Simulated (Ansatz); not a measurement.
Structures of equal composition on the (0001) surface of hcp Ti: a layer of Hf in place of the second plane; a layer of Hf in place of the third plane. The slabs share one bottom face, and each structure is named by its start. These are constructed structures in small cells; real faces may alloy, dewet or reconstruct in larger ones, and not all known structures of the face are among them. Slabs of about 12 Å with all that they carry, Fermi-Dirac smearing of 0.1 eV. Bottom of the slabs: a bare face, its two planes held. Relaxed from the named starts with such symmetry as they have, on meshes of like density; energies extrapolated to zero smearing; no spin-orbit coupling, no U. Spin-polarised runs, if any, are marked in brackets, and their order is one that fits the cell; the others ran without spin.

Calculation: PBE (plane waves to 420 eV, PAW; Ansatz, an electronic-structure program).

Problem. Rank these by energy per 1x1 cell (lowest first), as PBE gives it.

Solution. a layer of Hf in place of the third plane (0.000 eV), a layer of Hf in place of the second plane (0.099 eV)
